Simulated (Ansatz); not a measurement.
# Effect of isotropic strain +0.50 % on PbSe

The parent structure is PbSe in the rock salt structure (space group Fm-3m, No. 225; a = 6.218 Å).

It is then changed as follows: an isotropic linear strain of +0.50 %; the atoms relax in the strained cell.

All numbers come from Kohn–Sham DFT with the PBE functional, run in Ansatz (a program for electronic structure) with PAW and 420 eV plane waves, spin-orbit coupling left out. k-mesh 9×9×9 (Γ-centred); smearing 0.05 eV (Fermi–Dirac).

- Volume per atom: 30.50 Å³ (base 30.05 Å³)
- Space group: Fm-3m (No. 225) (base Fm-3m (No. 225))
- Shortest interatomic distance: 312.4 pm (base 310.9 pm)
- Energy relative to the base (free energy F): +1.0 meV/atom
- Band gap: 0.48 eV (base 0.43 eV)
- Gap character: direct at L (base direct at L)
- Width of the top valence band: 2.82 eV (base 2.92 eV)
- Electron mass: 0.16 mₑ along k, 0.13 mₑ across (at L) (base 0.15 mₑ along k, 0.12 mₑ across (at L))
- Hole mass: 0.20 mₑ along k, 0.12 mₑ across (at L) (base 0.18 mₑ along k, 0.11 mₑ across (at L))
- Valley order (the lowest conduction-band minima on the path, energy above the VBM, named in the base's zone): L along ⟨111⟩ 0.48 eV; a point along ⟨110⟩, about 0.6 Å⁻¹ from Γ 1.25 eV; a point along ⟨100⟩, about 0.4 Å⁻¹ from Γ 1.97 eV (base L along ⟨111⟩ 0.43 eV; a point along ⟨110⟩, about 0.6 Å⁻¹ from Γ 1.22 eV; a point along ⟨100⟩, about 0.4 Å⁻¹ from Γ 1.95 eV)

Cost of the whole job for the changed cell (relaxation, final SCF and bands): roughly 11 core-seconds.

With Pb present, leaving out spin-orbit coupling can change the band edges. Effective masses come from finite differences of ±0.01 Å⁻¹. Along k means along the line from Γ to the band edge. Whether these cells are dynamically stable was not tested.
